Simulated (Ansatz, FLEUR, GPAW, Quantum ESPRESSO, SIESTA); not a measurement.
# Code comparison for Fe5Co3 (Im-3m, 8 atoms in the cell)

Self-consistent single point.

```
Fe5Co3
1.0
   -2.77091     2.77091     2.77091
    2.77091    -2.77091     2.77091
    2.77091     2.77091    -2.77091
Fe Co
5 3
Cartesian
  0.00000   0.00000   0.00000
  1.38546   1.38546  -1.38546
  1.38546  -1.38546   1.38546
  1.38546   1.38546   1.38546
 -1.38546   1.38546   1.38546
  2.77091   0.00000   0.00000
  0.00000   2.77091   0.00000
  0.00000   0.00000   2.77091
```
Moments meant for the start (each program seeds them in its own way; μB, in the order of the atoms Fe Fe Fe Fe Fe Co Co Co): 4.0 4.0 4.0 4.0 4.0 3.0 3.0 3.0.

All programs got the same cell, k-point mesh and kind of occupations, and the same starting moments (in Ansatz's words: kpoints.mp_grid.grid = 4 4 4; magnetization.spin_polarized = true; scf.occupations.method = fermi_dirac; scf.occupations.width = 0.1 eV); potentials, basis and cutoffs are each program's usual ones.

```tsv
code	model	pressure (GPa)	size of the net moment (μB/atom)	k-points	cutoff
SIESTA	GGA PBEsol, numerical atomic orbitals DZP, PseudoDojo PBEsol standard norm-conserving potentials (rewritten from UPF to PSML)	3.39	2.30	44	grid 300 Ry
Quantum ESPRESSO	PBEsol, PSlibrary ultrasoft (PBE) pseudopotentials	1.40	1.87	8	55 Ry
Ansatz	PBEsol, PAW files made with PBE	8.38	2.26	8	default
FLEUR	PBEsol, all-electron FLAPW (FLEUR), scalar-relativistic valence	–	2.26	8	Kmax 3.8 1/bohr
GPAW	PBEsol, GPAW PAW datasets PBEsol (made by gpaw-setup)	11.14	2.26	8	800 eV
```

A dash marks a value that a program does not give, or that is left out as unsure.

The net moments differ, which can mean other magnetic states; other values may part for that reason too.

The spread over the programs that give each value: pressure within 9.74 GPa; size of the net moment within 0.43 μB/atom.

The starting cell comes from a database of computed structures (which also holds hypothetical and non-ambient phases and stackings), without a prior relaxation at this level. On Ansatz's run: The magnetic order is the one reached from the typed start; others were not searched systematically. In the base run, with a pressure of about 9 GPa the cell is away from its equilibrium volume at this level.

Q: Why do the programs differ, and what cannot be compared?

A: Differences of this kind can come from the potentials, where these differ, and from what each basis and cutoff leave unconverged. The valence holds different numbers of electrons (SIESTA 131, Quantum ESPRESSO 67, Ansatz (an electronic-structure program) 131, FLEUR 125, GPAW 67). The zero of total energies and Fermi levels follows the potentials and each program's conventions, so they are not compared here. SIESTA uses small atom-centred bases, whose incompleteness enters pressures, forces and empty levels differently from a plane-wave cutoff. FLEUR treats all electrons, but the usual bases taken here (sphere radii, linearisation, local orbitals, empty states) were not tested for convergence, so the values are no reference for the others. Ansatz's pressure is given at a fixed set of plane waves, as the other plane-wave codes print theirs; with its correction for the finite basis it is 8.61 GPa (the shift of 0.23 GPa shows how far the cutoff is from converged). Site moments depend on each program's spheres or projections; the total moment of the cell does not. The programs reduce the same mesh by symmetry to different extents, which changes the work and not the result.

Left out of this page: ABINIT and Elk (stopped by limits of time or memory).

Keys are those of Ansatz 0.2.
